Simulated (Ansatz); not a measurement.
**La: biaxial strain −0.78 %, plane normal [001], relaxed out of plane**

Start from La (space group P6_3/mmc, No. 194; a = 3.769 Å, c = 12.114 Å; relaxed with 0.1 eV smearing). Axes: x lies along a and z along c of the hexagonal cell.

Now apply this change: biaxial strain −0.78 %, plane normal [001], relaxed out of plane (Cartesian); in-plane vectors clamped, the third vector and the atoms free.

Level of theory: Ansatz (a program for electronic structure) PBE, spin-orbit coupling left out. k-mesh 18×18×5 (Γ-centred); smearing 0.1 eV (Fermi–Dirac).

```csv
quantity,base,changed,shift
volume per atom,37.27 Å³,36.79 Å³,-0.472 Å³
shortest interatomic distance,3.729 Å,3.727 Å,-0.0027 Å
band gap,zero,zero,–
out-of-plane strain,–,+0.29 %,–
mean in-plane stress (compression positive),–,+0.5 GPa,–
```

Final structure (turned so that z lies along the plane normal):

```
CELL_PARAMETERS angstrom
      3.74007     0.00000     0.00000
      1.87004     3.23900     0.00000
      0.00000     0.00000    12.14899
ATOMIC_POSITIONS crystal
  La 0.00000 0.00000 0.00000
  La 0.00000 0.00000 0.50000
  La 0.33333 0.33333 0.25000
  La 0.66667 0.66667 0.75000
```

Whether these cells are dynamically stable was not tested.
